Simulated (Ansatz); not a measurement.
Consider this model of amorphous In9Ga9Zn9O39W.

```yaml
crystal:
  lattice:
    - [9.53435, 0.03026, -0.60423]
    - [0.03026, 9.49182, 0.16345]
    - [-0.60423, 0.16345, 9.44198]
  atoms:
    - { symbol: In, position: [0.07680, 0.10996, 0.83170] }
    - { symbol: In, position: [0.74054, 0.19472, 0.17905] }
    - { symbol: In, position: [0.91740, 0.79406, 0.20090] }
    - { symbol: In, position: [0.36779, 0.84327, 0.81229] }
    - { symbol: In, position: [0.57252, 0.89263, 0.19899] }
    - { symbol: In, position: [0.42680, 0.17420, 0.01433] }
    - { symbol: In, position: [0.22799, 0.91434, 0.11384] }
    - { symbol: In, position: [0.17427, 0.29868, 0.54968] }
    - { symbol: In, position: [0.57194, 0.42757, 0.61494] }
    - { symbol: Ga, position: [0.96217, 0.45669, 0.08103] }
    - { symbol: Ga, position: [0.26665, 0.47792, 0.79809] }
    - { symbol: Ga, position: [0.80174, 0.80140, 0.51094] }
    - { symbol: Ga, position: [0.09729, 0.64954, 0.52233] }
    - { symbol: Ga, position: [0.94856, 0.48180, 0.71384] }
    - { symbol: Ga, position: [0.74419, 0.97128, 0.93087] }
    - { symbol: Ga, position: [0.23537, 0.57117, 0.21507] }
    - { symbol: Ga, position: [0.38142, 0.76082, 0.46860] }
    - { symbol: Ga, position: [0.84663, 0.43777, 0.37177] }
    - { symbol: Zn, position: [0.44207, 0.16823, 0.39170] }
    - { symbol: Zn, position: [0.78159, 0.26603, 0.86713] }
    - { symbol: Zn, position: [0.10474, 0.19704, 0.19814] }
    - { symbol: Zn, position: [0.73394, 0.68885, 0.82162] }
    - { symbol: Zn, position: [0.03858, 0.73137, 0.88991] }
    - { symbol: Zn, position: [0.57607, 0.59917, 0.33669] }
    - { symbol: Zn, position: [0.13211, 0.98386, 0.45488] }
    - { symbol: Zn, position: [0.85285, 0.15663, 0.55577] }
    - { symbol: Zn, position: [0.60366, 0.02971, 0.64920] }
    - { symbol: O, position: [0.60723, 0.70157, 0.05705] }
    - { symbol: O, position: [0.53215, 0.13261, 0.22707] }
    - { symbol: O, position: [0.59807, 0.88238, 0.79338] }
    - { symbol: O, position: [0.73985, 0.98469, 0.52046] }
    - { symbol: O, position: [0.07020, 0.97962, 0.24057] }
    - { symbol: O, position: [0.71631, 0.75446, 0.32823] }
    - { symbol: O, position: [0.83015, 0.66245, 0.65271] }
    - { symbol: O, position: [0.29513, 0.87264, 0.58972] }
    - { symbol: O, position: [0.63113, 0.15396, 0.94318] }
    - { symbol: O, position: [0.76507, 0.97394, 0.13945] }
    - { symbol: O, position: [0.38664, 0.38355, 0.95259] }
    - { symbol: O, position: [0.23721, 0.63069, 0.40498] }
    - { symbol: O, position: [0.23806, 0.18062, 0.38675] }
    - { symbol: O, position: [0.34342, 0.42547, 0.63414] }
    - { symbol: O, position: [0.93647, 0.54091, 0.90285] }
    - { symbol: O, position: [0.11214, 0.33865, 0.77134] }
    - { symbol: O, position: [0.36437, 0.63489, 0.88986] }
    - { symbol: O, position: [0.66488, 0.42907, 0.41588] }
    - { symbol: O, position: [0.20742, 0.13793, 0.03212] }
    - { symbol: O, position: [0.42214, 0.56187, 0.18520] }
    - { symbol: O, position: [0.61358, 0.51652, 0.83761] }
    - { symbol: O, position: [0.53553, 0.65317, 0.53286] }
    - { symbol: O, position: [0.85919, 0.80403, 0.96114] }
    - { symbol: O, position: [0.06279, 0.10971, 0.60060] }
    - { symbol: O, position: [0.14095, 0.40817, 0.17363] }
    - { symbol: O, position: [0.64169, 0.40316, 0.11281] }
    - { symbol: O, position: [0.98788, 0.80223, 0.44688] }
    - { symbol: O, position: [0.52136, 0.20316, 0.58235] }
    - { symbol: O, position: [0.39135, 0.87249, 0.30298] }
    - { symbol: O, position: [0.12377, 0.71433, 0.11297] }
    - { symbol: O, position: [0.85931, 0.07657, 0.81532] }
    - { symbol: O, position: [0.80008, 0.34561, 0.68034] }
    - { symbol: O, position: [0.00551, 0.46860, 0.50977] }
    - { symbol: O, position: [0.89172, 0.55882, 0.22286] }
    - { symbol: O, position: [0.87939, 0.24323, 0.36036] }
    - { symbol: O, position: [0.15932, 0.89757, 0.87031] }
    - { symbol: O, position: [0.42175, 0.94353, 0.01370] }
    - { symbol: O, position: [0.12042, 0.61927, 0.71996] }
    - { symbol: O, position: [0.90519, 0.26908, 0.05812] }
    - { symbol: W, position: [0.53030, 0.53407, 0.01017] }
```

Methods: PBE, scalar-relativistic without spin-orbit coupling (Ansatz, a program for electronic structure); r2SCAN, scalar-relativistic without spin-orbit coupling (Ansatz); HSE06, scalar-relativistic without spin-orbit coupling (Ansatz). Neutral PBE cell, which sets geometry, pressure and energy: sampling: a 2×2×2 Γ-centred mesh; Fermi-Dirac width 0.02 eV; no spin polarisation. Exact exchange is cut at the faces of this 9 Å cell, which leaves hybrid gaps a finite-size error.

It comes from a melt-quench run on a machine-learned potential (CHGNet), relaxed afterwards by DFT. O atoms were pushed apart under 1.9 Å during the dynamics, to hinder bonds among them. The hot cell started wider than the set density and was brought back towards it in steps. It is the lowest in DFT energy of 2 quenches. It is a model cell: composition and starting density were chosen by hand, and all elements were melted together. No dispersion term was used. Its density started from a set value of 5.97 and ended at 5.97 g/cm³. The simulated quench (nominally 210 K/ps over its main leg) is rapid and tends to freeze in more defects than a deposited or slowly cooled glass has. One small periodic cell is one sample of the glass; other quenches scatter about these values. The volume was held where the preparation left it and the shape relaxed.

Give the pressure and the spacing of the highest filled and lowest empty levels.


- Pressure on a 2×2×2 Γ-centred mesh: 1.50 GPa
- Largest force and stress component on that mesh (the relaxation ran on the zone centre alone): 0.08 eV/Å and 1.5 GPa
- Level gap on a 2×2×2 Γ-centred mesh (PBE): 1.04 eV
- Level gap at the zone centre (PBE): 1.06 eV
- Level gap at the zone centre (r2SCAN): 1.53 eV
- Level gap at the zone centre (HSE06): 2.68 eV
- Distance between the nearest levels spread over more than a fifth of the atoms or a third of the atoms of their main element (six at least) (PBE, zone centre): 1.19 eV

At PBE and the zone centre, how localised are the states just below and above the Fermi level (participation number: the atoms over which a state spreads)?

The highest filled state is spread over 6.1 atoms' worth, largest on O55, with weights by element (charge in smoothed Voronoi cells) O 0.84, Zn 0.13, Ga 0.01. The lowest empty state is spread over 56.5 atoms' worth, largest on In4, with weights by element (charge in smoothed Voronoi cells) O 0.51, In 0.24, Zn 0.14.

At PBE the levels at the filled edge of the gap are localised (band-tail or defect states).

Bonds are counted up to In-In 3.12 Å, In-Ga 2.90 Å, In-Zn 2.90 Å, In-O 2.58 Å, In-W 3.08 Å, Ga-Ga 2.68 Å, Ga-Zn 2.68 Å, Ga-O 2.28 Å, Ga-W 2.86 Å, Zn-Zn 2.68 Å, Zn-O 2.48 Å, Zn-W 2.86 Å, O-O 1.58 Å, O-W 2.51 Å, W-W 3.04 Å. Two cations that share two anions don't count as bonded, nor two that share one unless they lie closer than In-In 3.04 Å, In-Ga 2.82 Å, In-Zn 2.82 Å, In-W 3.00 Å, Ga-Ga 2.61 Å, Ga-Zn 2.61 Å, Ga-W 2.78 Å, Zn-Zn 2.61 Å, Zn-W 2.78 Å, W-W 2.95 Å.

Added carriers, by PBE, scalar-relativistic without spin-orbit coupling in Ansatz on the zone centre alone. Charged cells keep the cell fixed and stand in a uniform background, with no image correction, at a width of 0.01 eV; where the count is odd the moment is locked at 1 μB, unless the neutral cell bore moments. Each starts from the undistorted neutral geometry alone. PBE's self-interaction favours spread-out carriers, so it can miss traps that a hybrid finds.

What happens at PBE when the cell takes an extra electron and the atoms relax?

Relaxation lowers the charged cell by 0.01 eV. The largest moves are O35 0.02 Å, In6 0.02 Å, In4 0.01 Å, O30 0.01 Å. The level that holds the added charge spreads over 56.1 atoms' worth, most on In4 (weight 0.04): a carrier spread over the cell. No bond crosses its cut-off with a change of over 0.15 Å (metal-metal contacts aside). Made neutral again at that geometry, the cell lies +0.01 eV from the neutral start.

What happens at PBE when the cell takes a hole and the atoms relax?

Relaxation lowers the charged cell by 0.06 eV. The largest moves are O41 0.08 Å, O55 0.07 Å, In9 0.07 Å, O42 0.04 Å. The level that was emptied spreads over 12.7 atoms' worth, most on O55 (weight 0.22): a partly localised carrier. No bond crosses its cut-off with a change of over 0.15 Å (metal-metal contacts aside). Made neutral again at that geometry, the cell lies +0.08 eV from the neutral start.
